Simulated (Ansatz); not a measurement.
# Pressure series in hypothetical P4/mmm W2N

Consider W₂N (space group P4/mmm, No. 123; a hypothetical phase, not in the database extracts checked).

```
W2N
1.0
    2.96344     0.00000     0.00000
    0.00000     2.96344     0.00000
    0.00000     0.00000     4.16019
W N
2 1
Direct
  0.00000   0.00000   0.00000
  0.50000   0.50000   0.50000
  0.50000   0.50000   0.00000
```

Cell and atoms are relaxed at each pressure.

Level of theory: PBE-D3(BJ)/PAW in Ansatz (a program for electronic structure), spin-orbit coupling left out.

Two rows of this table had their results exchanged by mistake.

| pressure | volume per atom (Å³) | shortest distance (Å) | band gap |
|---|---|---|---|
| pressure −2 GPa | 12.25 | 2.084 | zero |
| pressure −1 GPa | 12.21 | 2.082 | zero |
| pressure 0.3 GPa | 12.17 | 2.080 | zero |
| pressure 0.7 GPa | 12.15 | 2.079 | zero |
| pressure 1.5 GPa | 12.13 | 2.077 | zero |
| pressure 3 GPa | 12.08 | 2.075 | zero |
| pressure 5 GPa | 11.86 | 2.063 | zero |
| pressure 7.5 GPa | 11.94 | 2.067 | zero |
| pressure 10 GPa | 12.01 | 2.071 | zero |

Question: Which two?

Answer: The rows for pressure 5 GPa and pressure 10 GPa: the volume has to fall steadily with pressure, so 12.01 Å³ belongs to pressure 5 GPa and 11.86 Å³ to pressure 10 GPa.

Load acts through the strain it causes; cell and atoms are relaxed under it. Whether these cells are dynamically stable was not tested. No other phases were tried under pressure. The base started in P4/nmm and relaxed to P4/mmm at this level. All final runs are without spin polarisation. An odd electron count without spin: W2N. The program warned that a D3 coordination switch lies within reach, so dispersion energies are less smooth here.
